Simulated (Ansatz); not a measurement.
**Cu in the fcc (Cu type) structure (space group Fm-3m, No. 225)**

```cif
data_Cu4
_chemical_formula_sum 'Cu4'
_space_group_name_H-M_alt 'Fm-3m'
_space_group_IT_number 225
_space_group_name_Hall '-F 4 2 3'
_cell_length_a 3.62969
_cell_length_b 3.62969
_cell_length_c 3.62969
_cell_angle_alpha 90.000
_cell_angle_beta 90.000
_cell_angle_gamma 90.000
loop_
_atom_site_label
_atom_site_type_symbol
_atom_site_symmetry_multiplicity
_atom_site_Wyckoff_symbol
_atom_site_fract_x
_atom_site_fract_y
_atom_site_fract_z
_atom_site_occupancy
Cu1 Cu 4 a 0.00000 0.00000 0.00000 1
```
(The calculation used a cell of 1 atom; values per cell refer to that cell.)

Method: Ansatz (a program for electronic structure), PBE, PAW, cutoff 420 eV, no SOC. Settings: 22×22×22 k-points, 0.05 eV Fermi–Dirac smearing.

| Quantity | Value |
|---|---|
| Volume per atom | 11.96 Å³ |
| Density | 8.83 g/cm³ |
| Band gap | zero |
| Total energy | -6625.175 eV/atom (σ→0; compares only within this code and set-up) |

Whether these cells are dynamically stable was not tested. All final runs are without spin polarisation.
